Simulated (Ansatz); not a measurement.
Cubic perovskite CsSnI3 (cubic high-temperature phase) was calculated with LDA (Ansatz, an electronic-structure program, plane waves, PAW).

Numerical settings: plane-wave cutoff 520 eV, 8×8×8 k mesh, Fermi–Dirac smearing 0.05 eV, scalar-relativistic PAW data made under PBE.

Computed at the level's own relaxed cell.

Question: Predict the Voigt–Reuss–Hill shear modulus (Hill average), elastic constant C11, elastic constant C12 and elastic constant C44.

Answer: 
- Voigt–Reuss–Hill shear modulus (Hill average): 9.08 GPa
- elastic constant C11: 50.1 GPa
- elastic constant C12: 5.38 GPa
- elastic constant C44: 4.45 GPa

Note: the solid has no gap at this level, which affects its response; the relaxation could not lower the start's symmetry, so the cell can be a saddle point above a distorted one.

Elastic constants are with the ions relaxed.

Spin–orbit coupling is not included.

Computed values are for the static lattice.
